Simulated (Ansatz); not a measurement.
Start from a 16-atom supercell of LiH in the rock salt structure (space group Fm-3m, No. 225) at its relaxed geometry.

```xyz
16
Lattice="0.0000 4.0054 4.0054 4.0054 0.0000 4.0054 4.0054 4.0054 0.0000" Properties=species:S:1:pos:R:3 pbc="T T T"
H      0.0000     0.0000     0.0000
H      2.0027     2.0027     0.0000
H      2.0027     0.0000     2.0027
H      4.0054     2.0027     2.0027
H      0.0000     2.0027     2.0027
H      2.0027     4.0054     2.0027
H      2.0027     2.0027     4.0054
H      4.0054     4.0054     4.0054
Li     2.0027     2.0027     2.0027
Li     4.0054     4.0054     2.0027
Li     4.0054     2.0027     4.0054
Li     6.0081     4.0054     4.0054
Li     2.0027     4.0054     4.0054
Li     4.0054     6.0081     4.0054
Li     4.0054     4.0054     6.0081
Li     6.0081     6.0081     6.0081
```

All numbers come from r2SCAN, PAW, 500 eV (Ansatz, a first-principles code; without spin-orbit coupling).

Before the change:

| Quantity | Value |
|---|---|
| Pressure | 0.0 GPa |

Now apply this change: one Li atom is added in an open site, starting 1.42 Å from the nearest host atom, atoms relaxed at fixed cell, starting from a slightly rattled geometry.

Q: How does this affect the largest displacement of a host atom from its site in the perfect cell?

A: The largest displacement of a host atom from its site in the perfect cell amounts to 0.88 Å.

Q: Predict the new pressure.

A: The pressure goes from zero to 6.6 GPa.

Other magnetic orders, which the real material may have, were not ruled out. The cell is small, so the values are those of an ordered compound at a high defect concentration; dilute-limit values will differ. The mesh was chosen for an insulator and is coarse for the gapless case. Seeded moments were not kept for Li interstitial (started 1.42 Å from the nearest host atom). The defect cell is spin-polarised and ends with 0.0 μB.
